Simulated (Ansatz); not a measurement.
**Size effects in elemental metals**

Electron-phonon Boltzmann transport at 300 K by PBE, DFPT electron-phonon coupling, linearised Boltzmann equation (plane waves, PAW, scalar-relativistic; Ansatz, a quantum-chemistry and plane-wave program); copper at the same level is the yardstick. All are cubic, so ρ₀ is the same in every direction.

| Metal | ρ₀ (μΩ·cm) | ℓ (nm) | remarks |
|---|---|---|---|
| Al (Fm-3m) | 2.45 | 22.0 | eigensolver warning |
| Au (Fm-3m) | 2.95 | 30.4 | - |
| Rh (Fm-3m) | 4.91 | 7.49 | - |
| Mo (Im-3m) | 5.77 | 12.2 | eigensolver warning |
| Ta (Im-3m) | 13.6 | 3.53 | eigensolver warning |
| Pb (Fm-3m) | 13.6 | 6.92 | eigensolver warning |
| Nb (Im-3m) | 17.9 | 2.59 | eigensolver warning |
| V (Im-3m) | 25.3 | 1.59 | eigensolver warning |
| Cu (Fm-3m) | 1.81 | 38.4 | - |

Third figures are kept for the arithmetic; halving the electron mesh moves ρ₀ by up to 5 % at 300 K and ℓ by up to 4 % (the most at any temperature). Wires: ρ − ρ₀ = ρ₀ℓ × [0.75(1 − p)/d + 1.5R/((1 − R)D)], with p = 0.5, R = 0.15, D = d, so that ρ = ρ₀(1 + 0.640 ℓ/d).

### Question
Work out ρ₀ℓ and the resistivity at d = 12 nm, and order the metals.

### Answer
| Metal | ρ₀ℓ (10⁻¹⁶ Ω·m²) | ρ at 12 nm (μΩ·cm) | over bulk | over Cu wire |
|---|---|---|---|---|
| Al (Fm-3m) | 5.39 | 5.3 | 2.2 | 0.97 |
| Cu (Fm-3m) | 6.95 | 5.5 | 3.0 | 1.00 |
| Rh (Fm-3m) | 3.7 | 6.9 | 1.40 | 1.25 |
| Au (Fm-3m) | 8.97 | 7.7 | 2.6 | 1.40 |
| Mo (Im-3m) | 7.04 | 9.5 | 1.65 | 1.73 |
| Ta (Im-3m) | 4.80 | 16.2 | 1.19 | 2.9 |
| Pb (Fm-3m) | 9.41 | 18.6 | 1.37 | 3.4 |
| Nb (Im-3m) | 4.6 | 20 | 1.14 | 3.7 |
| V (Im-3m) | 4.0 | 27 | 1.08 | 5.0 |

The mesh changes leave each wire value uncertain by up to 6 %, so closer neighbours may swap.

### Question
By these numbers, which of them overtake unlined copper as the wire narrows, and where?

### Answer
Crossings at K(ρ₀ℓ of Cu − ρ₀ℓ)/(ρ₀ − ρ₀ of Cu): Al (Fm-3m) below 15.6 nm; Rh (Fm-3m) below 6.8 nm; Ta (Im-3m) below 1.17 nm; Nb (Im-3m) below 0.92 nm; V (Im-3m) below 0.80 nm. Widths under about 8 nm lie beyond the formula's range and only order the candidates. Never lower, with neither ρ₀ nor ρ₀ℓ under copper's: Au (Fm-3m), Mo (Im-3m), Pb (Fm-3m). For Mo (Im-3m) a difference from copper is smaller than the mesh changes, so finer meshes could alter the verdict. With one path shared by all states (copper 6.75×10⁻¹⁶ Ω·m²) the order of the products turns for Mo (Im-3m) (6.09), so the verdict is unsettled there.

### Question
What does the set show about ρ₀, ℓ and their product?

### Answer
Among the 8 candidates, copper apart, ρ₀ spans a factor of 10.3 and ρ₀ℓ a factor of 2.6; the rank correlation of ρ₀ with ℓ is -0.95. Stronger scattering raises ρ₀ and shortens ℓ together, so the product varies less than ρ₀. The lowest product among them is that of Rh (Fm-3m), 0.53 times copper's.

The formula is the first-order form of the Fuchs-Sondheimer and Mayadas-Shatzkes models for a square wire of an isotropic metal and fails where d lies far under ℓ. p, R and D are assumed, not computed. With a current-weighted ℓ the product lies above the one-path value, by more the wider the paths spread. ρ₀ is phonon-limited: no impurities, no disorder, and the values belong to this polymorph, stable or not.

Treated as nonmagnetic (a ferromagnetic start lost its moment, other orders weren't tried): V (Im-3m). The missing spin-orbit coupling matters most for Au (Fm-3m), Pb (Fm-3m), Ta (Im-3m).
